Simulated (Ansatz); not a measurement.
**Effect of Ta on a As site (antisite) on TaAs**

Consider a 16-atom supercell of TaAs (space group I4_1md, No. 109; a = 3.463 Å, c = 11.733 Å) at its relaxed geometry.

Modification: a neutral Ta on a As site (antisite), atoms relaxed at fixed cell, starting from a slightly rattled geometry.

The values are results of PBE, PAW, 420 eV (Ansatz, a first-principles code; spin-orbit coupling left out), not measurements. Γ-centred 6×5×5 mesh, Fermi–Dirac width 0.05 eV.

| quantity | base | changed | shift |
|---|---|---|---|
| pressure | 0.0 GPa | 4.4 GPa | +4.4 GPa |
| largest displacement of a host atom from its site in the perfect cell | – | 0.18 Å | – |
| shift of the substituted atom off its lattice site | – | 0.80 Å | – |

Final structure:

```
CELL_PARAMETERS angstrom
     -1.73153     1.73153     5.86650
      6.92613     0.00000     0.00000
      0.00000     6.92613     0.00000
ATOMIC_POSITIONS crystal
  Ta 0.99483 0.51565 0.48165
  Ta 0.98740 0.97962 0.48374
  Ta 0.99009 0.51233 0.02239
  Ta 0.98489 0.98065 0.02338
  Ta 0.51694 0.12686 0.11057
  Ta 0.48177 0.62166 0.12759
  Ta 0.51150 0.13453 0.63205
  Ta 0.47612 0.61020 0.63281
  Ta 0.96049 0.24008 0.75951
  As 0.82200 0.70397 0.79365
  As 0.82557 0.20737 0.29596
  As 0.79565 0.69707 0.30213
  As 0.32464 0.32471 0.92694
  As 0.33733 0.83887 0.91338
  As 0.32459 0.32300 0.41112
  As 0.33886 0.84124 0.41736
```

In so small a cell the defect repeats every few ångströms: this is an ordered compound, not a dilute defect. The final runs are not spin-polarised. The defect cell is not spin-polarised.
